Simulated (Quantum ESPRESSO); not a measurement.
## Quick settings and what they miss: YCu₅ (P6/mmm, 6 atoms in the cell)

Self-consistent single point.

```
CELL_PARAMETERS angstrom
      4.91565     0.00000     0.00000
     -2.45783     4.25708     0.00000
      0.00000     0.00000     3.96334
ATOMIC_POSITIONS crystal
  Y  0.00000 0.00000 0.00000
  Cu 0.33333 0.66667 0.00000
  Cu 0.66667 0.33333 0.00000
  Cu 0.50000 0.00000 0.50000
  Cu 0.50000 0.50000 0.50000
  Cu 0.00000 0.50000 0.50000
```

Level of theory: LDA (PZ), PSlibrary PAW (LDA) pseudopotentials (plane waves; Quantum ESPRESSO 7.5).

Base settings: ecutwfc = 55 Ry; ecutrho = 385 Ry; occupations = smearing; smearing = marzari-vanderbilt; degauss = 0.0036749 Ry; potentials = {Y: Y.pz-spn-kjpaw_psl.1.0.0.UPF, Cu: Cu.pz-dn-kjpaw_psl.1.0.0.UPF}; K_POINTS = automatic 5 5 6 0 0 0; conv_thr = 1e-09 Ry; mixing_beta = 0.7.

Tight run (finer mesh or higher cutoff; not a proven limit): ecutwfc: 55 Ry → 77 Ry; ecutrho: 385 Ry → 539 Ry; conv_thr: 1e-09 Ry → 7.3e-11 Ry; K_POINTS: automatic 5 5 6 0 0 0 → automatic 7 7 9 0 0 0. It gave Fermi level (on the code's own zero) 12.80 eV; pressure -0.63 GPa.

Quick runs, as changes from the base:
- A: the base itself
- B: ecutwfc: 55 Ry → 35 Ry; ecutrho: 385 Ry → 245 Ry; conv_thr: 1e-09 Ry → 7.3e-05 Ry; pseudopotentials: {Y: Y.pz-spn-kjpaw_psl.1.0.0.UPF, Cu: Cu.pz-dn-kjpaw_psl.1.0.0.UPF} → {Y: Y.pbe-spn-kjpaw_psl.1.0.0.UPF, Cu: Cu.pbe-dn-kjpaw_psl.1.0.0.UPF}; K_POINTS: automatic 5 5 6 0 0 0 → automatic 4 4 4 0 0 0; input_dft: default → pbesol [PBEsol]
- C: ecutwfc: 55 Ry → 28 Ry; ecutrho: 385 Ry → 196 Ry; smearing: marzari-vanderbilt → fermi-dirac; degauss: 0.0036749 Ry → 0.0147 Ry; conv_thr: 1e-09 Ry → 7.3e-05 Ry; K_POINTS: automatic 5 5 6 0 0 0 → automatic 2 2 2 1 1 1
- D: ecutwfc: 55 Ry → 40 Ry; ecutrho: 385 Ry → 280 Ry; smearing: marzari-vanderbilt → methfessel-paxton; degauss: 0.0036749 Ry → 0.019992 Ry; pseudopotentials: {Y: Y.pz-spn-kjpaw_psl.1.0.0.UPF, Cu: Cu.pz-dn-kjpaw_psl.1.0.0.UPF} → {Y: Y.pbe-spn-kjpaw_psl.1.0.0.UPF, Cu: Cu.pbe-dn-kjpaw_psl.1.0.0.UPF}; K_POINTS: automatic 5 5 6 0 0 0 → automatic 6 6 6 0 0 0; input_dft: default → pbesol [PBEsol]
- E: ecutwfc: 55 Ry → 33 Ry; ecutrho: 385 Ry → 231 Ry; K_POINTS: automatic 5 5 6 0 0 0 → automatic 6 6 6 0 0 0

Energies are extrapolated to zero smearing width, which holds to low order in the width alone (under cold and Methfessel-Paxton smearing the free energy itself is taken).

Dashes: energy of B, D, another energy zero; pressure of B, C, not trusted under this conv_thr with d or f elements; time of C, under 30 s.

† marks runs with another functional, U, potentials or spin treatment: their distance from the tight run is not a convergence error alone.

The count of work is k-points × plane waves × bands × iterations; it is no time. Core times come from one kind of shared machine and are given to one figure; runs under 30 s give none.

The starting cell comes from a database of computed structures (which also holds hypothetical and non-ambient phases and stackings), without a prior relaxation at this level. Its lattice was rescaled by a random factor within 2.5 % of one. Spin polarisation is off.

```tsv
run	energy less tight (meV/atom)	pressure less tight (GPa)	count of work / tight	core time / tight (rough)
A	18.2	-0.21	0.28	0.2
B†	–	–	0.054	0.1
C	425.2	–	0.0064	–
D†	–	4.77	0.24	0.3
E	79.5	-3.97	0.18	0.2
```

Among the runs at the tight run's level, the energy misses run from 18.2 to 425.2 meV/atom.

Left out of this page: 1 run of the series outside the window shown, repeating another row's setting, or not comparable.
